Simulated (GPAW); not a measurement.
A working GPAW input for NaGaSi2O6 (C2/c, 20 atoms in the cell) (DFT LDA (Perdew-Wang 92), plane waves, GPAW PAW datasets LDA (gpaw-data 1.0.1)):

```python
from ase import Atoms
from ase.units import GPa
from gpaw import GPAW, PW

atoms = Atoms(['Na', 'Na', 'Ga', 'Ga', 'Si', 'Si', 'Si', 'Si', 'O', 'O', 'O', 'O', 'O', 'O', 'O', 'O', 'O', 'O', 'O', 'O'],
              cell=[[4.950202, -4.494389, 0.000000],
                    [4.950202, 4.494389, 0.000000],
                    [-1.677671, 0.000000, 5.178653]],
              scaled_positions=[[0.299090, 0.700910, 0.750000],
                                [0.700910, 0.299090, 0.250000],
                                [0.900040, 0.099960, 0.750000],
                                [0.099960, 0.900040, 0.250000],
                                [0.199900, 0.381320, 0.230780],
                                [0.800100, 0.618680, 0.769220],
                                [0.618680, 0.800100, 0.269220],
                                [0.381320, 0.199900, 0.730780],
                                [0.640060, 0.657100, 0.492270],
                                [0.359940, 0.342900, 0.507730],
                                [0.342900, 0.359940, 0.007730],
                                [0.657100, 0.640060, 0.992270],
                                [0.383520, 0.898280, 0.198430],
                                [0.616480, 0.101720, 0.801570],
                                [0.101720, 0.616480, 0.301570],
                                [0.898280, 0.383520, 0.698430],
                                [0.966390, 0.809610, 0.867120],
                                [0.033610, 0.190390, 0.132880],
                                [0.190390, 0.033610, 0.632880],
                                [0.809610, 0.966390, 0.367120]],
              pbc=True)

calc = GPAW(mode=PW(900),
            xc='LDA',
            kpts={'size': (3, 3, 4), 'gamma': True},
            occupations={'name': 'methfessel-paxton', 'width': 0.01, 'order': 0},
            nbands=-6,
            convergence={'forces': 0.001, 'bands': -4},
            symmetry={'symmorphic': False, 'tolerance': 0.0005},
            maxiter=100,
            txt='-')

atoms.calc = calc

energy = atoms.get_potential_energy()
print('Energy (eV):', round(energy, 6))
forces = atoms.get_forces()
print('Forces (eV/Ang):')
print(forces.round(5))
stress = atoms.get_stress()
print('Stress (GPa, Voigt):', (stress / GPa).round(4))
```

The run converged in 23 iterations: free energy E − TS (from the program's reference atoms) -154.7038 eV; top of the valence band (on the code's own zero) 2.39 eV; gap on the k-point mesh 3.51 eV; largest force (vector length) 0.689 eV/Å. Each of these slips is then made, one at a time:

(1)
```diff
-calc = GPAW(mode=PW(900),
+calc = GPAW(mode=PW(120),
```

(2)
```diff
-atoms = Atoms(['Na', 'Na', 'Ga', 'Ga', 'Si', 'Si', 'Si', 'Si', 'O', 'O', 'O', 'O', 'O', 'O', 'O', 'O', 'O', 'O', 'O', 'O'],
+atoms = Atoms(['Na', 'Na', 'Ga', 'Ga', 'Si', 'Si', 'Si', 'Si', 'O', 'O', 'O', 'O', 'O', 'O', 'O', 'O', 'O', 'O', 'O', 'O', 'O'],
-                                [0.809610, 0.966390, 0.367120]],
+                                [0.809610, 0.966390, 0.367120],
+                                [0.081897, 0.627200, 0.324552]],
```

**Question.** Predict the outcome of each change.

**Answer.** 
(1) A basis or grid far too coarse for these potentials. The run converged in 29 iterations without an error; against the sound input the free energy rises by 30.8 eV/atom, the largest force goes from 0.689 to 5.002 eV/Å and no clean gap remains on the mesh (levels overlap or are partly filled), against 3.51 eV before.

(2) One atom entered twice. The run converged in 37 iterations without an error; against the sound input the largest force goes from 0.689 to 1078 eV/Å and the gap on the mesh goes from 3.511 to 0.023 eV.

The starting cell comes from a database of computed structures (which also holds hypothetical and non-ambient phases and stackings), without a prior relaxation at this level. Its lattice was rescaled by a random factor within 2.5 % of one.

Left out of this page: 4 runs of the series outside the window shown, repeating another row's setting, or not comparable.
